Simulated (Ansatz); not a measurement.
**Response to strain in WC**

Base system: WC (space group P-6m2, No. 187; a = 2.9127 Å, c = 2.8354 Å; relaxed with 0.1 eV smearing). Axes: x lies along a and z along c of the hexagonal cell.

Strains are applied to the cell and any free atomic positions relax; under biaxial strain the out-of-plane vector relaxes too; under stress the whole cell relaxes.

Method: r2SCAN, PAW, 500 eV (Ansatz, a quantum-chemistry and plane-wave program; no spin-orbit coupling).

Notes on the quantities. pressure: mean of the normal stresses, compression positive.

```csv
variant,pressure,shortest interatomic distance,space group
base,0.0 GPa,219.9 pm,P-6m2 (No. 187)
"biaxial strain −2.07 %, plane normal [001], relaxed out of plane",[?],218.0 pm,P-6m2 (No. 187)
"biaxial strain −1.94 %, plane normal [001], relaxed out of plane",12.9 GPa,218.1 pm,P-6m2 (No. 187)
"biaxial strain −1.50 %, plane normal [001], relaxed out of plane",9.8 GPa,[?],P-6m2 (No. 187)
"biaxial strain +2.36 %, plane normal [001], relaxed out of plane",-13.0 GPa,222.3 pm,P-6m2 (No. 187)
isotropic strain −3.88 %,61.5 GPa,211.4 pm,P-6m2 (No. 187)
isotropic strain −3.67 %,57.3 GPa,211.9 pm,P-6m2 (No. 187)
isotropic strain −0.89 %,11.5 GPa,218.0 pm,P-6m2 (No. 187)
isotropic strain +1.75 %,-18.9 GPa,223.8 pm,P-6m2 (No. 187)
"uniaxial stress, 5 GPa tension along x",–,219.8 pm,Amm2 (No. 38)
```

Q: Some entries are withheld; estimate them.

A: 
- biaxial strain −2.07 %, plane normal [001], relaxed out of plane, pressure: 13.8 GPa
- biaxial strain −1.50 %, plane normal [001], relaxed out of plane, shortest interatomic distance: 218.5 pm

Stability under load was not tested beyond the relaxation. The final runs are not spin-polarised.
